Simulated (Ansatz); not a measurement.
Base system: BAs in the rock salt structure (space group Fm-3m, No. 225; a = 4.569 Å; a hypothetical phase, not in the database extracts checked; relaxed with 0.1 eV smearing). Axes: x, y, z lie along the cube axes.

Method: PBEsol (Ansatz, a quantum-chemistry and plane-wave program; PAW; 420 eV plane waves; no spin-orbit coupling).

A first run, uniaxial strain ε_zz = +1.24 %, gives secant values C11 ≈ 210 GPa and C12 ≈ 97 GPa from its stress. A second run applies biaxial strain +2.14 %, plane normal [001], relaxed out of plane.

Problem. What does linear elasticity predict for −ε⊥/ε∥ in the second run, and what does the run give?

Solution. Linear elasticity: 2 C12/C11 = 0.92. The run gives 0.69; any difference comes from nonlinear terms at these strains and numerical noise.

No phonon test of stability was made. The final runs are not spin-polarised.
